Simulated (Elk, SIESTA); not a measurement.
An Elk input for a self-consistent single point of LaH₃ (I4/mmm, 4 atoms in the cell) (DFT, PBEsol, all-electron FP-LAPW, Elk's shipped species files, APW+lo basis with extra local orbitals):

```
tasks
  0

xctype
  22

rgkmax
  7.5

gmaxvr
  16.0

nxlo
  2

lorbcnd
  .true.

lmaxi
  3

swidth
  0.00183747

maxscl
  100

scale
  1.889726125

avec
   -1.8954650000    1.8954650000    3.0858070000
    1.8954650000   -1.8954650000    3.0858070000
    1.8954650000    1.8954650000   -3.0858070000

sppath
  './'

atoms
  2
  'La.in'
  1
  0.0000000000  0.0000000000  0.0000000000    0.0 0.0 0.0
  'H.in'
  3
  0.7500000000  0.2500000000  0.5000000000    0.0 0.0 0.0
  0.2500000000  0.7500000000  0.5000000000    0.0 0.0 0.0
  0.5000000000  0.5000000000  0.0000000000    0.0 0.0 0.0

ngridk
  6 6 6
```

Problem. Give the SIESTA input for the same structure, mesh, smearing and functional.

Solution. One input that does it (others would too):

```
# files in the folder: La.psml H.psml (PseudoDojo PBEsol standard)
SystemName  LaH3
SystemLabel LaH3

NumberOfAtoms                4
NumberOfSpecies              2
%block ChemicalSpeciesLabel
  1 57 La
  2 1 H
%endblock ChemicalSpeciesLabel
LatticeConstant              1.0 Ang
%block LatticeVectors
    -1.895465000    1.895465000    3.085807000
     1.895465000   -1.895465000    3.085807000
     1.895465000    1.895465000   -3.085807000
%endblock LatticeVectors
AtomicCoordinatesFormat      Fractional
%block AtomicCoordinatesAndAtomicSpecies
     0.000000000    0.000000000    0.000000000  1
     0.750000000    0.250000000    0.500000000  2
     0.250000000    0.750000000    0.500000000  2
     0.500000000    0.500000000    0.000000000  2
%endblock AtomicCoordinatesAndAtomicSpecies

XC.functional                GGA
XC.authors                   PBEsol
PAO.BasisSize                DZP
PAO.EnergyShift              0.01 Ry
MeshCutoff                   300 Ry
%block kgrid.MonkhorstPack
    6   0   0  0.0
    0   6   0  0.0
    0   0   6  0.0
%endblock kgrid.MonkhorstPack
OccupationFunction           FD
ElectronicTemperature        580.23 K

MaxSCFIterations             150
SCF.Mixer.Method             Broyden
SCF.Mixer.Weight             0.25
SCF.Mixer.History            8
SCF.DM.Tolerance             1.0E-05
Diag.ParallelOverK           true
WriteForces                  true
Charge.Mulliken              end
```

Basis settings and potentials, where a program has them, do not carry over. This input uses DFT, GGA PBEsol, numerical atomic orbitals DZP, PseudoDojo PBEsol standard norm-conserving potentials (rewritten from UPF to PSML).

The starting cell comes from a database of computed structures (which also holds hypothetical and non-ambient phases and stackings), without a prior relaxation at this level. Its lattice was rescaled by a random factor within 2.5 % of one.
